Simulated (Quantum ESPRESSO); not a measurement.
Quantum ESPRESSO run on Sn2S3 (Pnma, 20 atoms in the cell): self-consistent single point.

Method: LDA (PZ), GBRV 1.5 ultrasoft (LDA) pseudopotentials (plane waves; Quantum ESPRESSO).

Input as run:

```fortran
&CONTROL
   calculation = 'scf',
   prefix = 'sn2s3',
   outdir = './work',
   pseudo_dir = './',
   tprnfor = .true.,
   tstress = .true.,
/
&SYSTEM
   ibrav = 0,
   celldm(1) = 17.4885781347,
   nat = 20,
   ntyp = 2,
   ecutwfc = 40,
   ecutrho = 200,
   occupations = 'fixed',
   nbnd = 96,
/
&ELECTRONS
   conv_thr = 1.0d-10,
   mixing_beta = 0.3,
/
ATOMIC_SPECIES
Sn   118.7100  sn_lda_v1.4.uspp.F.UPF
S     32.0600  s_lda_v1.4.uspp.F.UPF
CELL_PARAMETERS {alat}
   1.0000000000     0.0000000000     0.0000000000
   0.0000000000     0.4127611943     0.0000000000
   0.0000000000     0.0000000000     1.5874076955
ATOMIC_POSITIONS {angstrom}
Sn    3.1542306623    2.8649415000    8.0943121899
Sn    6.1003263377    0.9549805000    6.5964428101
Sn    1.4730478377    0.9549805000    0.7489346899
Sn    7.7815091623    2.8649415000   13.9418203101
Sn    8.9765501077    2.8649415000    4.9293359327
Sn    0.2780068923    0.9549805000    9.7614190673
Sn    4.9052853923    0.9549805000   12.2747134327
Sn    4.3492716077    2.8649415000    2.4160415673
S     4.4346911688    2.8649415000    5.8178327951
S     4.8198658312    0.9549805000    8.8729222049
S     0.1925873312    0.9549805000   13.1632102951
S     9.0619696688    2.8649415000    1.5275447049
S     7.7071950696    2.8649415000    7.3710863212
S     1.5473619304    0.9549805000    7.3196686788
S     6.1746404304    0.9549805000    0.0257088212
S     3.0799165696    2.8649415000   14.6650461787
S     2.0332261729    2.8649415000   10.3940029776
S     7.2213308271    0.9549805000    4.2967520224
S     2.5940523271    0.9549805000    3.0486254776
S     6.6605046729    2.8649415000   11.6421295224
K_POINTS {automatic}
3 6 2  1 1 1
```

The program printed (abridged):

```
     Self-consistent Calculation

     iteration #  1     ecut=    40.00 Ry     beta= 0.30

     total energy              =   -1560.25156051 Ry
     estimated scf accuracy    <       5.09218983 Ry

     iteration #  2     ecut=    40.00 Ry     beta= 0.30

     total energy              =   -1560.54381895 Ry
     estimated scf accuracy    <       0.88543288 Ry

     iteration #  3     ecut=    40.00 Ry     beta= 0.30

     total energy              =   -1560.76451193 Ry
     estimated scf accuracy    <       0.12665544 Ry

   [... 16 blocks of this kind left out ...]

     iteration # 20     ecut=    40.00 Ry     beta= 0.30

     total energy              =   -1560.78243021 Ry
     estimated scf accuracy    <          3.9E-10 Ry

     iteration # 21     ecut=    40.00 Ry     beta= 0.30
     End of self-consistent calculation

     highest occupied, lowest unoccupied level (ev):     5.8130    6.7300

!    total energy              =   -1560.78243021 Ry
     estimated scf accuracy    <          3.2E-11 Ry

     convergence has been achieved in  21 iterations

     Forces acting on atoms (cartesian axes, Ry/au):

     atom    1 type  1   force =    -0.00076528   -0.00000000    0.00157393
     atom    2 type  1   force =     0.00076528    0.00000000   -0.00157393
     atom    3 type  1   force =     0.00076528    0.00000000    0.00157393
     atom    4 type  1   force =    -0.00076528   -0.00000000   -0.00157393
     atom    5 type  1   force =    -0.01594450   -0.00000000    0.00390381
     atom    6 type  1   force =     0.01594450    0.00000000   -0.00390381
   [... lines left out ...]

     Total force =     0.056461     Total SCF correction =     0.000020

          total   stress  (Ry/bohr**3)                   (kbar)     P=      -50.18
  -0.00033752   0.00000000   0.00000000          -49.65        0.00        0.00
   0.00000000  -0.00034867   0.00000000            0.00      -51.29        0.00
   0.00000000   0.00000000  -0.00033721            0.00        0.00      -49.61

   JOB DONE.
```

The run converged in 21 iterations. For comparison: a first run was changed to give this one (lattice scaled by 1.015), and from it to this one the free energy goes up by 27.1 meV/atom, the pressure goes from -2.62 to -5.02 GPa, the largest force goes from 0.088 to 0.422 eV/Å and the gap on the mesh goes from 0.934 to 0.917 eV.

The starting cell comes from a database of computed structures (which also holds hypothetical and non-ambient phases and stackings), without a prior relaxation at this level. For this run, on top of that: lattice scaled by 1.015. The shifted mesh does not hold Γ, so a gap read on it misses any band edge there.

Cost on one core of a shared machine: roughly 10 min.
